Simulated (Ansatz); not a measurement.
Effect of biaxial strain +0.71 %, plane normal [001], relaxed out of plane on HfS2

Take HfS2 in the CdI2 type structure (space group P-3m1, No. 164; a = 3.606 Å, c = 5.768 Å; layered, stacked along the Cartesian z axis) as the base. Axes: x lies along a and z along c of the hexagonal cell.

One thing is altered: tensile biaxial strain of 0.71 % in the plane normal to [001], as in epitaxy on a mismatched substrate; the out-of-plane cell vector and the atoms relax.

Method: PBE-D3(BJ) (Ansatz, a first-principles code; PAW; 420 eV plane waves; no spin-orbit coupling). k-mesh 11×11×6 (Γ-centred); smearing 0.05 eV (Fermi–Dirac).

```tsv
quantity	base	changed	shift
volume per atom	21.65 Å³	21.90 Å³	+0.25 Å³
band gap	0.85 eV	0.89 eV	+0.04 eV
gap character	indirect, Γ → L	indirect, Γ → L	–
smallest direct gap	1.81 eV	1.80 eV	-0.004 eV
width of the top valence band	2.10 eV	2.09 eV	-0.01 eV
valence-band top at Γ (three highest levels, from the VBM)	–	0.00, -0.24, -0.24 eV	–
out-of-plane strain	–	-0.27 %	–
mean in-plane stress (compression positive)	–	-1.2 GPa	–
```

Spin-orbit coupling, missing from the scalar runs, can matter with Hf. Stability against distortions was not tested.
